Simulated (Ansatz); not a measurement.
## A computed series for hypothetical P6_3/mmc SiS2: response to strain

Consider SiS₂ in the 2H-MoS2 type structure (space group P6_3/mmc, No. 194; a = 3.2241 Å, c = 12.1532 Å; a hypothetical phase, not in the database extracts checked; layered, stacked along the Cartesian z axis). Axes: x lies along a and z along c of the hexagonal cell.

Strains are applied to the cell and any free atomic positions relax; under biaxial strain the out-of-plane vector relaxes too.

Computed with Ansatz (a program for electronic structure) r2SCAN+rVV10, no SOC.

Problem. Only one of these has a band gap. Which?
A. biaxial strain +2.69 %, plane normal [001], relaxed out of plane
B. isotropic strain −0.93 %
C. biaxial strain −0.87 %, plane normal [001], relaxed out of plane

Solution. A, biaxial strain +2.69 %, plane normal [001], relaxed out of plane. Computed: isotropic strain −0.93 %: zero; biaxial strain +2.69 %, plane normal [001], relaxed out of plane: 0.10 eV; biaxial strain −0.87 %, plane normal [001], relaxed out of plane: zero

Stability against distortions was not tested. The final runs are not spin-polarised. Gaps under 0.05 eV, about the width of the smearing, are given as zero. A zero or small gap of SiS2 can be the functional's error rather than a property of the material.
